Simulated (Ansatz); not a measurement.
Input and output of a self-consistent single point for RbAsF6 (R-3, 8 atoms in the cell) (Ansatz, a first-principles code).

Method: PBEsol-D3BJ, default PAW files made with PBE (plane waves; Ansatz).

```yaml
crystal:
  lattice:
    - [3.71746, 2.14628, 2.47588]
    - [-3.71746, 2.14628, 2.47588]
    - [0.00000, -4.29255, 2.47588]
  atoms:
    - { symbol: Rb, position: [0.50000, 0.50000, 0.50000] }
    - { symbol: As, position: [0.00000, 0.00000, 0.00000] }
    - { symbol: F, position: [0.07742, 0.71201, 0.79961] }
    - { symbol: F, position: [0.92258, 0.28799, 0.20039] }
    - { symbol: F, position: [0.79961, 0.07742, 0.71201] }
    - { symbol: F, position: [0.20039, 0.92258, 0.28799] }
    - { symbol: F, position: [0.71201, 0.79961, 0.07742] }
    - { symbol: F, position: [0.28799, 0.20039, 0.92258] }
```

Reference input (self-consistent single point, DFT, PBEsol, plane waves, default PAW files made with PBE): basis.ecutwfc = 420 eV; kpoints.mp_grid.grid = 4 4 4; hamiltonian.xc = pbesol; hamiltonian.pseudopotentials = {kind: paw} (the program's default PAW files); scf.occupations.method = gaussian; scf.occupations.width = 0.01 eV. This run's input differs from it in these lines:

```diff
@@ -21,2 +21,3 @@
   xc: pbesol
+  dispersion: d3bj
   pseudopotentials:
```

The program printed (abridged):

```
SCF iter   1: F=—  HF=-12836.366494 eV  |F-HF|=—  |Δ(HF+E_count)|=         —  Δρ=1.20e-2  dr2=1.03e-1  ethr=1.77e-3  ⟨swp⟩=6.6  Hψ=2547  notcnv=0
all-band conjugate gradients solve this SCF's bands
preconditioner: auto → Resta (q_TF=auto, 2.475 Å⁻¹)
SCF iter   2: F=—  HF=-12836.334868 eV  |F-HF|=—  |Δ(HF+E_count)|=   3.16e-2  Δρ=1.45e-3  dr2=7.50e-4  ethr=1.56e-4  ⟨swp⟩=2.1  Hψ=1082  notcnv=0  defer=32
SCF iter   3: F=—  HF=-12836.334930 eV  |F-HF|=—  |Δ(HF+E_count)|=   6.20e-5  Δρ=6.19e-4  dr2=2.51e-4  ethr=1.14e-6  ⟨swp⟩=2.0  Hψ=1084  notcnv=0  defer=32
SCF iter   4: F=—  HF=-12836.335075 eV  |F-HF|=—  |Δ(HF+E_count)|=   1.45e-4  Δρ=2.22e-4  dr2=3.75e-5  ethr=3.81e-7  ⟨swp⟩=1.6  Hψ=600  notcnv=0  defer=32
SCF iter   5: F=—  HF=-12836.335089 eV  |F-HF|=—  |Δ(HF+E_count)|=   1.40e-5  Δρ=3.77e-5  dr2=1.77e-6  ethr=5.68e-8  ⟨swp⟩=2.5  Hψ=900  notcnv=0  defer=32
SCF iter   6: F=-12836.335092 eV  HF=-12836.335092 eV  |F-HF|=5.10e-8  |Δ(HF+E_count)|=   2.40e-6  Δρ=5.30e-6  dr2=3.47e-8  ethr=1.52e-10  ⟨swp⟩=8.9  Hψ=2898  notcnv=0
SCF 1 converged in 6 iterations: F = -12836.335092 eV  dr2 = 3.47e-8
Free energy (F): -12836.335092 eV
Internal energy: -12836.335092 eV  (E = F + TS)
E sigma→0 (E₀):  -12836.335092 eV
Fermi energy:    3.585202 eV
--- Forces (eV/Å), atoms counted from 1 ---
  atom   1  Rb     0.00000000     0.00000000     0.00000000
  atom   2  As     0.00000000    -0.00000000    -0.00000000
  atom   3  F      0.10701031     0.03714683    -0.10775011
  atom   4  F     -0.10701031    -0.03714683     0.10775011
  atom   5  F     -0.08567526     0.07410023    -0.10775011
  atom   6  F      0.08567526    -0.07410023     0.10775011
  atom   7  F     -0.02133506    -0.11124707    -0.10775010
  atom   8  F      0.02133506     0.11124707     0.10775010
--- Stress (GPa, compression-positive) ---
        0.607653      -0.000001       0.000000
        0.000001       0.607653       0.000000
       -0.000000       0.000000       0.723226
  P = ⅓ Tr σ = 0.6462 GPa (6.462 kbar)
  The stress holds the Pulay correction. Without it, at fixed plane waves, as pw.x and ABINIT print it: P = -0.0189 GPa
```

The run converged in 6 iterations. Against the reference run the pressure goes from 1.60 to 0.65 GPa, the largest force stays at 0.156 eV/Å and the gap on the mesh stays at 5.621 eV.

The starting cell comes from a database of computed structures (which also holds hypothetical and non-ambient phases and stackings), without a prior relaxation at this level. Ansatz's pressure includes its estimate of the finite-basis (Pulay) stress. Without the estimate this run gives -0.02 GPa.

Keys are those of Ansatz 0.2.
